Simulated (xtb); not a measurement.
xtb 6.7.1, GFN2-xTB: hexafluorodisilane anion (F[Si](F)(F)[Si](F)(F)F), charge -1, multiplicity 2, 8 atoms. The geometry is a generated start, not checked to be a minimum at this level.

```yaml
run_flags: --grad
method: GFN2-xTB
"--acc": 1 (default)
"--etemp (K)": 300 (default)
basis_functions: 44
valence_electrons: 51
```

```xyz
8

F      1.9078    -0.2976    -1.2278
Si     1.1150    -0.0630     0.1202
F      1.7705     1.2355     0.7442
F      1.6069    -1.2409     1.0548
Si    -1.1140     0.0612    -0.1222
F     -1.6106     1.2485    -1.0424
F     -1.7697    -1.2322    -0.7557
F     -1.9059     0.2885     1.2289
```

Charge -1 and multiplicity 2 are set for this test and not shown to be the ground state. GFN-xTB has no spin term: --uhf 1 sets the occupations alone.

One run each on 1 thread. Values of broydamp tried: 0.02, 0.05, 0.1, 0.2, 0.4 (default), 0.6, 0.8, 1.

Task: How does the count of SCC iterations change with broydamp, and where is it least?

Result: Fewest SCC iterations, within one of each other: 0.6 with 14, 0.8 with 13, 1 with 14. The count rises to 26 at 0.02. All converge to one solution.

```json
[
 {"broydamp": "0.02", "SCC iterations": "26", "end": "same solution"},
 {"broydamp": "0.05", "SCC iterations": "23", "end": "same solution"},
 {"broydamp": "0.1", "SCC iterations": "20", "end": "same solution"},
 {"broydamp": "0.2", "SCC iterations": "18", "end": "same solution"},
 {"broydamp": "0.4 (default)", "SCC iterations": "16", "end": "same solution"},
 {"broydamp": "0.6", "SCC iterations": "14", "end": "same solution"},
 {"broydamp": "0.8", "SCC iterations": "13", "end": "same solution"},
 {"broydamp": "1", "SCC iterations": "14", "end": "same solution"}
]
```
